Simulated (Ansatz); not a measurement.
A computed series for MgS: response to strain

Base system: MgS in the rock salt structure (space group Fm-3m, No. 225; a = 5.2031 Å). Axes: x, y, z lie along the cube axes.

Strains are applied to the cell and any free atomic positions relax; under biaxial strain the out-of-plane vector relaxes too.

The values are results of r2SCAN (Ansatz, an electronic-structure program), scalar-relativistic without spin-orbit coupling, not measurements.

Notes on the quantities. pressure: mean of the normal stresses, compression positive; energy relative to the base: free energy F.

```tsv
case	pressure	band gap	energy relative to the base	electron mass
base	0.00 GPa	3.46 eV	0 meV/atom	0.53 mₑ along k, 0.31 mₑ across (at X)
biaxial strain −4.72 %, plane normal [001], relaxed out of plane	7.28 GPa	3.32 eV	+51 meV/atom	0.50 mₑ along k, 0.32 mₑ across (at X)
biaxial strain −2.20 %, plane normal [001], relaxed out of plane	2.87 GPa	3.38 eV	+9.9 meV/atom	0.51 mₑ along k, 0.31 mₑ across (at X)
biaxial strain +3.66 %, plane normal [001], relaxed out of plane	-3.26 GPa	3.12 eV	+22 meV/atom	0.46 mₑ along k, 0.33 mₑ across (at X)
isotropic strain −4.33 %	13.84 GPa	3.73 eV	+85 meV/atom	0.54 mₑ along k, 0.30 mₑ across (at X)
isotropic strain +2.22 %	-4.60 GPa	3.32 eV	+18 meV/atom	0.51 mₑ along k, 0.30 mₑ across (at X)
uniaxial strain ε_yy = −1.25 %	1.05 GPa	3.43 eV	+1.4 meV/atom	0.51 mₑ along k, 0.31 mₑ across (at X)
uniaxial strain ε_zz = +1.04 %	-0.79 GPa	3.39 eV	+0.9 meV/atom	0.52 mₑ along k, 0.30 mₑ across (at X)
tensor shear ε_xy = +2.92 %	0.07 GPa	3.03 eV	+11 meV/atom	–
tensor shear ε_xz = +0.49 %	0.00 GPa	3.41 eV	+0.3 meV/atom	–
```

Masses are band curvatures over ±0.01 Å⁻¹ around the edge. Along k means along the line from Γ to the band edge. Whether these cells are dynamically stable was not tested.
